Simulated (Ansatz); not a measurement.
The structure below was relaxed with Kohn–Sham DFT with the PBEsol functional, run in Ansatz (an electronic-structure program) with PAW and 420 eV plane waves, spin-orbit coupling left out.

Space group Fd-3m, origin choice 1 (No. 227); a = b = c = 6.7968 Å, α = β = γ = 90.00°

```json
[
 {"atom": "La", "site": "8a", "symmetry": "-43m", "x": "0.0000", "y": "0.0000", "z": "0.0000"},
 {"atom": "B", "site": "16d", "symmetry": ".-3m", "x": "0.6250", "y": "0.6250", "z": "0.6250"}
]
```

Task: Write out a cell with all atoms.

Result: 
```
LaB2
1.0
    6.79677     0.00000     0.00000
    0.00000     6.79677     0.00000
    0.00000     0.00000     6.79677
La B
8 16
Direct
  0.25000   0.25000   0.25000
  0.50000   0.00000   0.50000
  0.25000   0.75000   0.75000
  0.50000   0.50000   0.00000
  0.75000   0.25000   0.75000
  0.00000   0.00000   0.00000
  0.75000   0.75000   0.25000
  0.00000   0.50000   0.50000
  0.37500   0.87500   0.12500
  0.37500   0.62500   0.37500
  0.12500   0.62500   0.12500
  0.12500   0.87500   0.37500
  0.37500   0.37500   0.62500
  0.37500   0.12500   0.87500
  0.12500   0.12500   0.62500
  0.12500   0.37500   0.87500
  0.87500   0.87500   0.62500
  0.87500   0.62500   0.87500
  0.62500   0.62500   0.62500
  0.62500   0.87500   0.87500
  0.87500   0.37500   0.12500
  0.87500   0.12500   0.37500
  0.62500   0.12500   0.12500
  0.62500   0.37500   0.37500
```
This is the conventional cell.

Whether these cells are dynamically stable was not tested. All final runs are without spin polarisation. The cell was made from LaRu2 by this change: Ru → B; the result is a hypothetical phase, not in the database extracts checked.
